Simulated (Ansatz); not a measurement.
Functionals compared on CH3 on the 1x1 (0001) surface of hcp Re, one in a 2x2 cell, started at the site 'hollow Re-Re-Re over Re at depth 2.1 Å', in Ansatz (plane waves, PAW). The structure was relaxed with PBE; the other rows are single points on it, each with its references at the same level. Cutoff 420 eV (500 eV for r2SCAN).

Set-up: 20 atoms, 6.5 Å thick at the start under the adsorbate (thin: gaps and levels are the slab's own); mesh 6x6x1; 0.1 eV smearing; dipole correction on; 8 atoms held, the rest relaxed; start symmetry kept, larger cells not searched; no spin, no spin-orbit, no U, no dispersion correction. At the end it is bonded to 3 Re. In PBE it is, or lies within 0.03 eV of, the lowest of the starts that converged. These notes are the PBE run's. Adsorption energies are against CH4(g) − ½ H2(g). A negative adsorption energy means that the adsorbate is more stable on the surface than in its reference.

```csv
functional,adsorption energy (eV),work function of the top face (eV),change of the work function (eV),rough cost of the single point
PBE,0.09,3.63,-1.34,–
RPBE,___,___,___,around 2.0 core-minutes (rough)
r2SCAN,-0.12,3.64,-1.37,about 5 core-minutes (a rough figure)
```

Complete the blanks.


- RPBE, adsorption energy (eV): 0.42
- RPBE, work function of the top face (eV): 3.52
- RPBE, change of the work function (eV): -1.29

Ansatz is an electronic-structure program.
